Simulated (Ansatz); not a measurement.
Consider interstitial Al in zinc-blende AlAs, charge state +1. All values below come from PBE, PAW (plane waves to 420 eV; Ansatz, a program for electronic structure).

64-site cell at the relaxed PBE lattice, one k-point at (0.250, 0.250, 0.250), smearing 0.01 eV, spin-restricted, no finite-size correction. Static, classical nuclei. The charge state is imposed; whether it is stable for some Fermi level was not computed. Sites that were not tried may lie lower. The start lies 0.45 eV above the lowest site run (PBE).

Barriers: single points on a 2×2×2 k-point mesh shifted by half a step at the bands' geometries (they differ from the bands' own by up to 0.19 eV, and are uncertain by about as much).

Relaxed starting cell (atoms counted from 1):

```
CELL_PARAMETERS angstrom
     11.45723     0.00000     0.00000
      0.00000    11.45723     0.00000
      0.00000     0.00000    11.45723
ATOMIC_POSITIONS crystal
  Al 0.99448 0.99391 0.01119
  Al 0.99938 0.99897 0.49833
  Al 0.99912 0.50006 0.99947
  Al 0.99440 0.51180 0.49333
  Al 0.50053 0.99868 0.99951
  Al 0.51221 0.99396 0.49347
  Al 0.50567 0.50517 0.00465
  Al 0.50052 0.50009 0.49806
  As 0.12419 0.12385 0.37406
  As 0.12035 0.11993 0.88226
  As 0.12628 0.62763 0.37199
  As 0.12318 0.62654 0.87525
  As 0.62798 0.12588 0.37206
  As 0.62693 0.12281 0.87528
  As 0.62502 0.62466 0.37349
  As 0.62576 0.62533 0.87286
  Al 0.99943 0.25023 0.25061
  Al 0.99587 0.24956 0.74895
  Al 0.99963 0.74947 0.24886
  Al 0.99945 0.75122 0.74964
  Al 0.50068 0.24946 0.24936
  Al 0.50932 0.24920 0.74858
  Al 0.50032 0.74974 0.24913
  Al 0.50068 0.74987 0.74891
  As 0.12319 0.37587 0.12598
  As 0.12031 0.38291 0.61931
  As 0.12638 0.87257 0.12704
  As 0.12418 0.87465 0.62317
  As 0.62580 0.37341 0.12476
  As 0.62697 0.37588 0.62218
  As 0.62504 0.87409 0.12404
  As 0.62806 0.87259 0.62536
  Al 0.25068 0.99918 0.25067
  Al 0.24996 0.99547 0.74892
  Al 0.24989 0.50036 0.24928
  Al 0.24960 0.50892 0.74860
  Al 0.74983 0.99934 0.24884
  Al 0.75167 0.99920 0.74968
  Al 0.75016 0.50003 0.24916
  Al 0.75033 0.50036 0.74884
  As 0.37627 0.12283 0.12592
  As 0.38325 0.11995 0.61933
  As 0.37387 0.62533 0.12471
  As 0.37625 0.62653 0.62218
  As 0.87306 0.12582 0.12696
  As 0.87511 0.12382 0.62316
  As 0.87454 0.62461 0.12398
  As 0.87303 0.62761 0.62523
  Al 0.24959 0.24923 0.00830
  Al 0.24996 0.24956 0.49486
  Al 0.24992 0.74984 0.99966
  Al 0.25067 0.75125 0.49844
  Al 0.75038 0.24942 0.99969
  Al 0.75165 0.25027 0.49846
  Al 0.75018 0.74977 0.99933
  Al 0.74988 0.74944 0.49865
  As 0.37552 0.37517 0.37318
  As 0.37748 0.37705 0.87643
  As 0.37630 0.87481 0.37416
  As 0.37554 0.87381 0.87454
  As 0.87515 0.37589 0.37414
  As 0.87418 0.37516 0.87451
  As 0.87459 0.87426 0.37360
  As 0.87517 0.87480 0.87525
  Al 0.24673 0.24628 0.74574
```
Cell charge +1.

End state 1 differs by these moves (Å; atoms that move under 0.08 Å are left out):

| atom | element | Δx | Δy | Δz |
|---|---|---|---|---|
| 1 | Al | 0.07 | 0.07 | -0.13 |
| 4 | Al | 0.05 | -0.13 | 0.06 |
| 6 | Al | -0.13 | 0.05 | 0.06 |
| 7 | Al | -0.05 | -0.05 | -0.05 |
| 8 | Al | 0.10 | 0.10 | -0.09 |
| 9 | As | -0.05 | -0.06 | -0.06 |
| 10 | As | 0.05 | 0.05 | -0.09 |
| 12 | As | -0.06 | 0.04 | 0.06 |
| 14 | As | 0.05 | -0.07 | 0.07 |
| 15 | As | 0.07 | 0.06 | -0.07 |
| 22 | Al | 0.01 | -0.11 | 0.13 |
| 26 | As | 0.04 | -0.09 | 0.06 |
| 36 | Al | -0.10 | 0.00 | 0.11 |
| 42 | As | -0.08 | 0.04 | 0.07 |
| 49 | Al | -0.01 | -0.01 | -0.09 |
| 50 | Al | -0.09 | -0.09 | -0.04 |
| 65 | Al | 1.49 | 1.47 | -1.37 |

What forward and backward barriers to end state 1 does PBE, PAW give?

forward 0.79 eV, backward 1.24 eV; at the saddle point atom 65 has neighbours Al at 2.54, Al at 2.64, Al at 2.65; As at 2.51, As at 2.55, As at 2.59 Å. The saddle point's order was not checked, and it lies on a symmetry element of the cell, where a band can be held.
